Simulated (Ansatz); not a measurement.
The parent structure is Pd in the simple cubic structure (space group Pm-3m, No. 221; a = 2.567 Å; a hypothetical phase, not in the database extracts checked; relaxed with 0.1 eV smearing). Axes: x, y, z lie along the cube axes.

Level of theory: Kohn–Sham DFT with the PBEsol functional, run in Ansatz (a first-principles code) with PAW and 420 eV plane waves, no SOC.

A first run, uniaxial strain ε_xx = +1.41 %, gives secant values C11 ≈ 330 GPa and C12 ≈ 39 GPa from its stress. A second run applies uniaxial stress, 5 GPa tension along x.

Problem. What does linear elasticity predict for Young's modulus in the second run, and what does the run give?

Solution. Linear elasticity: (C11 − C12)(C11 + 2 C12)/(C11 + C12) = 320 GPa. The run gives 320 GPa; any difference comes from nonlinear terms at these strains and numerical noise.

Beyond what the load breaks, stability against distortions was not tested. All final runs are without spin polarisation.
